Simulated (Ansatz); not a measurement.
## What pressure 3 GPa does to V2O3

Start from V₂O₃ in the corundum structure (space group R-3c, No. 167; a = 4.775 Å, c = 14.228 Å (hexagonal axes); ferromagnetic).

Modification: a hydrostatic pressure of 3 GPa.

The values are results of PBEsol (Ansatz, a quantum-chemistry and plane-wave program, PAW, scalar-relativistic without spin-orbit coupling), not measurements. Γ-centred 12×12×12 mesh, Fermi–Dirac width 0.05 eV.

| quantity | base | changed | shift |
|---|---|---|---|
| volume per atom | 9.36 Å³ | 9.25 Å³ | -0.11 Å³ |
| density | 5.32 g/cm³ | 5.38 g/cm³ | +0.06 g/cm³ |
| lattice parameter a | 4.775 Å | 4.752 Å | -0.023 Å |
| c/a ratio | 2.980 | 2.987 | +0.007 |
| shortest interatomic distance | 1.947 Å | 1.939 Å | -0.008 Å |
| enthalpy H = E + PV relative to the base's energy | – | +0.17 eV/atom | – |
| band gap | zero | zero | – |
| magnetic state | ferromagnetic | ferromagnetic | – |
| largest site moment | 0.80 μB | 0.79 μB | -0.01 μB |

Final structure:

```
CELL_PARAMETERS angstrom
      2.37601     1.37179     4.73211
     -2.37601     1.37179     4.73211
      0.00000    -2.74358     4.73211
ATOMIC_POSITIONS crystal
  V  0.16039 0.16039 0.16039
  V  0.83961 0.83961 0.83961
  V  0.33961 0.33961 0.33961
  V  0.66039 0.66039 0.66039
  O  0.57644 0.25000 0.92356
  O  0.42356 0.75000 0.07644
  O  0.75000 0.07644 0.42356
  O  0.25000 0.92356 0.57644
  O  0.07644 0.42356 0.75000
  O  0.92356 0.57644 0.25000
```

Other magnetic orders, which the real material may have, were not ruled out. Load acts through the strain it causes; cell and atoms are relaxed under it. No phonon test of stability was made. No Hubbard U is applied, and correlation can decide whether such a compound is a metal. The base started in C2/c and relaxed to R-3c at this level.
